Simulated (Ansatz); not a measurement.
## SnO2, pressure series

Base system: SnO2 in the rutile structure (space group P4_2/mnm, No. 136).

SnO$_{2}$ is modelled in the tetragonal space group P4₂/mnm (No. 136), the rutile structure, Pearson symbol tP6. Conventional cell: a = b = 4.828 Å, c = 3.238 Å, α = β = γ = 90.00°. Sn on 2a is coordinated by 6 O at 2.089–2.093 Å (octahedral). O on 4f is coordinated by 3 Sn at 2.089–2.093 Å (trigonal planar). (Neighbours: up to the widest gap in distance over summed covalent radii, below 1.35, at either atom; cation-cation and far metal-metal contacts left out.)

Cell and atoms are relaxed at each pressure.

All numbers come from DFT with PBE, PAW potentials and a 420 eV plane-wave cutoff in Ansatz (an electronic-structure program), spin-orbit coupling left out, earlier PAW set.

Candidates:
(a) pressure 30 GPa
(b) pressure 18 GPa
(c) pressure −2 GPa

Before the change:

- Band gap = 0.68 eV

Task: Order them by band gap, lowest first.

Result: (c) pressure −2 GPa (0.57 eV), (b) pressure 18 GPa (1.58 eV), (a) pressure 30 GPa (2.09 eV)

Load acts through the strain it causes; cell and atoms are relaxed under it. Whether these cells are dynamically stable was not tested. No other phases were tried under pressure.
